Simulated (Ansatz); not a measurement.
Element substitutions in Ag

The parent structure is Ag in the fcc (Cu type) structure (space group Fm-3m, No. 225).

```yaml
crystal:
  lattice:
    - [0.00000, 2.02719, 2.02719]
    - [2.02719, 0.00000, 2.02719]
    - [2.02719, 2.02719, 0.00000]
  atoms:
    - { symbol: Ag, position: [0.00000, 0.00000, 0.00000] }
```

Each row replaces one element on all its sites; cell and atoms are relaxed.

Levels (all Ansatz, a first-principles code, PAW): PBEsol (420 eV, spin-orbit coupling left out); r2SCAN (500 eV, no spin-orbit coupling).

Pressures by level, all at the geometries relaxed with PBEsol:

| case | PBEsol | r2SCAN |
|---|---|---|
| base | 0.0 GPa | 4.2 GPa |
| Ag → Cu | 0.0 GPa | … |
| Ag → Ni | 0.0 GPa | … |

Problem. What belongs in the blanks?

Solution. 
- Ag → Cu, r2SCAN: 1.8 GPa
- Ag → Ni, r2SCAN: 3.0 GPa

Other magnetic orders, which the real material may have, were not ruled out. Single points use the geometry relaxed with PBEsol. Their cutoffs differ, which shifts pressures a little. Stability against distortions was not tested. Spin-polarised in the final run: PBEsol Ni and r2SCAN Ni; the other runs are not.
